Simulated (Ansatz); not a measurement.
Consider the following.

```xyz
2
Lattice="4.1029 0.0000 0.0000 2.0515 3.5532 0.0000 2.0515 -1.1844 3.4336" Properties=species:S:1:pos:R:3 pbc="T T T"
Hg     0.0000     0.0000     0.0239
S      4.1029     0.0000     2.5513
```

No spin polarisation.

Calculations: PBEsol (Ansatz, a program for electronic structure, PAW, no spin-orbit coupling). Γ-centred 10×10×10 mesh, Fermi–Dirac width 0.05 eV.

### Question
Predict the pressure (mean of the normal stresses, compression positive).

### Answer
0.8 GPa.

### Question
What band gap does the calculation give?

### Answer
Zero.

### Question
What is the computed space group?

### Answer
R3m (No. 160).

Spin-orbit coupling, missing from the scalar runs, can matter with Hg. The cells carry an imposed strain or load. Whether these cells are dynamically stable was not tested. All final runs are without spin polarisation. The cell was made from HgS in the zinc blende structure (space group F-43m, No. 216) by this change: biaxial strain −1.25 %, plane normal [111], relaxed out of plane. The zero or small gap of HgS can change with the level of theory.
